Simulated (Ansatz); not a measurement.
Gap of a (7,7) blue phosphorus nanotube at several levels, all on one geometry.

Levels: PBE (plane waves to 420 eV, PAW; Ansatz, an electronic-structure program); r2SCAN (plane waves to 500 eV, PAW; Ansatz); Ansatz with HSE06. Unmarked values and the geometry are of the first. Mesh 1×1×10. No spin polarisation. Isolated but for its images some 11 Å away. A hypothetical model, rolled from the flat sheet. Only distortions within the start's symmetry and period were free. HSE06 ran on a 1×1×6 mesh and at PBE's edge points.

```
level   gap (eV)
------  --------
PBE         1.86
r2SCAN         ?
HSE06       2.64
```

Question: Fill in the missing entries.

Answer: 
- r2SCAN, gap (eV): 2.14
